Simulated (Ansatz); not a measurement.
The parent structure is CsPbCl3 in the cubic perovskite structure (space group Pm-3m, No. 221; a = 5.619 Å).

The same geometry is solved again with PBEsol+SOC.

Levels (all Ansatz, an electronic-structure program, PAW): PBEsol+SOC (420 eV, with spin-orbit coupling); PBEsol (420 eV, no SOC).

Base, band edges from the VBM (valence, conduction): M -0.81, 2.43; R 0.00, 1.83; X -1.67, 2.93; Γ -2.48, 3.24 eV.

Task: Give the band edges at the high-symmetry points of the new zone, measured from its valence-band maximum.

Result: 
```
point  valence edge (eV)  conduction edge (eV)
-----  -----------------  --------------------
Γ                  -2.47                  3.21
X                  -1.68                  2.54
M                  -0.81                  1.55
R                   0.00                  0.62
```

The gap is 0.62 eV, direct at R.

Single points use the geometry relaxed with PBEsol. The spin-orbit shifts are approximate. Spin-orbit coupling, missing from the scalar runs, can matter with Pb. No phonon test of stability was made. Many cubic perovskites are stable only at high temperature; tilts and polar distortions were not tested. This is not the structure that CsPbCl3 has at room temperature and ambient pressure.
